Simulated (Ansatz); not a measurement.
System: Ti-vacancy pair (Ti on one host Al site, one Al site vacant) in fcc Al (neutral cell). Computed with PBE, PAW (plane waves to 420 eV; Ansatz, a first-principles code).

Settings: 32 host sites, the relaxed PBE lattice, a 4×4×4 k-point mesh shifted by half a step, smearing 0.10 eV, spin-restricted, no image-charge correction. No zero-point or tunnelling terms. Forms of the defect that were not tried may lie lower. The start lies 0.048 eV above the lowest site run (PBE).

Barriers: single points on a 6×6×6 k-point mesh shifted by half a step at the bands' geometries.

Relaxed starting cell (atoms counted from 1):

```
Al30Ti
1.0
    8.08392     0.00000     0.00000
    0.00000     8.08392     0.00000
    0.00000     0.00000     8.08392
Ti Al
1 30
Direct
  0.99804   0.00042   0.00092
  0.99800   0.00045   0.50091
  0.99795   0.50049   0.00101
  0.49792   0.00047   0.00088
  0.49797   0.00041   0.50074
  0.49790   0.50045   0.00099
  0.49796   0.50047   0.50087
  0.99796   0.25020   0.25085
  0.99796   0.25038   0.75106
  0.99794   0.75062   0.25076
  0.99804   0.75046   0.75109
  0.49798   0.24965   0.25005
  0.49801   0.24957   0.75163
  0.49801   0.75123   0.25009
  0.49799   0.75137   0.75152
  0.24690   0.00042   0.24896
  0.24684   0.00042   0.75290
  0.24151   0.50037   0.25447
  0.24178   0.50044   0.74754
  0.74907   0.00038   0.24883
  0.74923   0.00039   0.75284
  0.75423   0.50045   0.25426
  0.75412   0.50041   0.74760
  0.24679   0.24849   0.00093
  0.24154   0.25391   0.50101
  0.24694   0.75247   0.00097
  0.24153   0.74691   0.50086
  0.74911   0.24836   0.00092
  0.75430   0.25390   0.50085
  0.74909   0.75247   0.00083
  0.75451   0.74686   0.50094
```

End state 1 differs by these moves (Å; atoms that move under 0.08 Å are left out):

```
atom  element    Δx    Δy     Δz
----  -------  ----  ----  -----
18         Al  0.07  0.00  -0.05
22         Al  1.95  0.00   1.93
```

Task: What forward and backward barriers to end state 1 does PBE, PAW give?

Result: forward 0.60 eV, backward 0.44 eV; at the saddle point atom 22 has neighbours 2 Al at 2.61, 2 Al at 2.64, 2 Al at 3.09, Al at 3.11, Al at 3.19 Å. The program found a first-order saddle point.
